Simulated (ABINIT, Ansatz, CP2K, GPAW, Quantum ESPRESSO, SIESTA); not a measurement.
## BaC2 (C2/c, 6 atoms in the cell) computed with different codes at matched settings

Self-consistent single point, at a second geometry (lattice scaled by 0.98). First geometry:

```xyz
6
Lattice="3.7749 -2.3540 0.0000 3.7749 2.3540 0.0000 -2.8392 0.0000 7.7139" Properties=species:S:1:pos:R:3 pbc="T T T"
Ba     3.0651    -1.4605     1.9285
Ba     1.6456     1.4605     5.7854
C      4.3191     0.7234     3.4368
C      0.3916    -0.7234     4.2771
C      1.8112     0.7234     0.4202
C      2.8995    -0.7234     7.2937
```

Shared settings, as Ansatz (an electronic-structure program) writes them: kpoints.mp_grid.grid = 5 5 3; scf.occupations.method = fermi_dirac; scf.occupations.width = 0.05 eV. Potentials and cutoffs stand in the table.

| code | model | ΔF from the first geometry (meV/atom) | pressure (GPa) | largest force (eV/Å) | gap on the mesh (eV) | cutoff |
|---|---|---|---|---|---|---|
| CP2K | PBEsol, GPW, DZVP-MOLOPT-SR-GTH basis, GTH-PBE potentials (GTH_POTENTIALS) | 31.6 | 6.45 | 3.799 | 2.023 | grid 500 Ry |
| SIESTA | GGA PBEsol, numerical atomic orbitals DZP, PseudoDojo PBEsol standard norm-conserving potentials (rewritten from UPF to PSML) | 56.6 | 9.73 | 5.930 | 3.496 | grid 350 Ry |
| ABINIT | PBEsol, PAW (JTH v2.0 PBE PAW, files made for PBE) | 29.4 | 6.08 | 3.368 | 2.073 | 571 eV |
| GPAW | PBEsol, GPAW PAW datasets PBEsol (made by gpaw-setup) | 27.4 | – | 3.301 | 2.072 | 900 eV |
| Quantum ESPRESSO | PBEsol, GBRV 1.5 ultrasoft (PBESOL) pseudopotentials | 28.5 | 5.84 | 3.610 | 2.080 | 40 Ry |
| Ansatz | PBEsol, PAW files made with PBE | 23.0 | 5.12 | 3.236 | 2.096 | default |

Size of the force on each atom (eV/Å): Sizes of forces hide their directions.

```
code                Ba1    Ba2     C3     C4     C5     C6
----------------  -----  -----  -----  -----  -----  -----
CP2K              0.045  0.045  3.799  3.799  3.799  3.799
SIESTA            0.257  0.257  5.930  5.930  5.930  5.930
ABINIT            0.079  0.079  3.368  3.368  3.368  3.368
GPAW              0.080  0.080  3.301  3.301  3.301  3.301
Quantum ESPRESSO  0.069  0.069  3.610  3.610  3.610  3.610
Ansatz            0.068  0.068  3.236  3.236  3.236  3.236
```

A dash marks a value that a program does not give, or that is left out as unsure.

Gaps are read on the mesh.

The spread over the programs that give each value: ΔF from the first geometry within 33.6 meV/atom; pressure within 4.61 GPa; largest force within 2.694 eV/Å; gap on the mesh within 1.473 eV.

CP2K and SIESTA use small atom-centred bases, whose incompleteness enters pressures, forces and empty levels differently from a plane-wave cutoff. Ansatz's pressure is given at a fixed set of plane waves, as the other plane-wave codes print theirs; with its correction for the finite basis it is 5.25 GPa. The pressure of GPAW is left out: its cutoff lies under the one at which its stress was checked. In the pressure, SIESTA (by 3.89) lies more than 1 GPa from the median of the plane-wave programs. In the gap, SIESTA (by 1.420) lies more than 0.12 eV from the median of the plane-wave programs. In the force vectors, CP2K (by 0.467), SIESTA (by 2.599), Quantum ESPRESSO (by 0.276) and Ansatz (by 0.099) lie more than 0.08 eV/Å from the median of the plane-wave programs.

The starting cell comes from a database of computed structures (which also holds hypothetical and non-ambient phases and stackings), without a prior relaxation at this level. Its lattice was rescaled by a random factor within 2.5 % of one. For this run, on top of that: lattice scaled by 0.98.

Keys are those of Ansatz 0.2.
